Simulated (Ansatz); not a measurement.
AgI (model structure, started from the NiAs type, P6₃/mmc, No. 194, 4 atoms in the cell) was calculated with LDA in Ansatz (plane waves, PAW).

Settings: plane-wave cutoff 520 eV, 12×12×6 k mesh (along the axes of the cell as run), Fermi–Dirac smearing 0.01 eV, no spin polarisation, scalar-relativistic PAW data made under PBE.

Cell (relaxed with PBEsol):

```
CELL_PARAMETERS angstrom
      4.41855     0.00000     0.00000
     -2.20928     3.82658     0.00000
      0.00000     0.00000     6.40972
ATOMIC_POSITIONS crystal
  Ag 0.00000 0.00000 0.00000
  Ag 0.00000 0.00000 0.50000
  I  0.33333 0.66667 0.25000
  I  0.66667 0.33333 0.75000
```

Task: Predict the band gap and smallest direct gap on the k points sampled.

Result: 
band gap: 0.54 eV
smallest direct gap on the k points sampled: 0.71 eV

Note: the relaxation could raise the start's symmetry but not lower it, so the cell can be a saddle point; cell and atoms aren't relaxed at this level (pressure -2.1 GPa).

Spin–orbit coupling is not included; with these elements it can move the gap by several tenths of an eV or more.

Static lattice: no zero-point or thermal effects.

The result took roughly 50 core-seconds.

A model structure was made by putting elements into a prototype or built by hand; it is no filed structure, need not be a known phase, and can be a saddle point held by its symmetry.

Ansatz is an electronic-structure program.
